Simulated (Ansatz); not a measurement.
The parent structure is AlN in the wurtzite structure (space group P6_3mc, No. 186; a = 3.089 Å, c = 4.943 Å). Axes: x lies along a and z along c of the hexagonal cell.

Calculations: LDA (Ansatz, an electronic-structure program, PAW, spin-orbit coupling left out).

Now apply this change: the cell is compressed by 1.80 % along x with no lateral relaxation; the atoms relax in the strained cell.

Predict the stress tensor and what it implies for the stiffness.

Stress of the strained cell less that of the base (GPa, compression positive):
```
   7.44    0.00    0.00
   0.00    2.67    0.00
   0.00    0.00    2.08
```

Then −Δσ_ii/ε with ε = -0.0180 gives secant stiffness values (nonlinear terms included at this strain): C11 ≈ 413 GPa, C12 ≈ 148 GPa and C13 ≈ 116 GPa.

As a check, the harmonic strain energy −½ V₀ Δσ:ε is 4.3 meV/atom; the computed energy rise is 4.2 meV/atom.

Stability against distortions was not tested.
